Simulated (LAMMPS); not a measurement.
MD from the crystal across the composition of ZnSe (zinc blende) with a share x of Zn sites Cd; each row has its own temperature.

Method: classical MD, pair style sw, file CdTeZnSeHgS0.sw (LAMMPS).

```
x                       volume                                state                  enthalpy  T (K)
----  ------------------------  -----------------------------------  ------------------------  -----
0.25  24.5417 ± 0.0006 Å³/atom  crystal; no diffusion seen in 30 ps  -2.3219 ± 0.0001 eV/atom   1210
0.5   25.7113 ± 0.0003 Å³/atom  crystal; no diffusion seen in 30 ps  -2.2870 ± 0.0002 eV/atom   1160
0.75  26.9518 ± 0.0009 Å³/atom  crystal; no diffusion seen in 30 ps  -2.2624 ± 0.0003 eV/atom   1100
```

Caution: the random arrangement on this lattice is imposed, and need not be a phase that exists in equilibrium.

Caution: a run this short can hold a crystal over, or a liquid under, the potential's own melting point, which these runs don't give.

States go by the mean squared displacement: a species diffuses where it passes 1.5 Å², still rises and gives D over 1e-6 cm²/s; a crystal has left its structure where atoms lie 0.35 Å off their sites on average or a cubic box changes its shape by 3 %, or the axial ratios of another lie 8 % off the starting cell's, which the potential's own relaxation can also do.

The ± values are statistical; the model's systematic error is not in them.
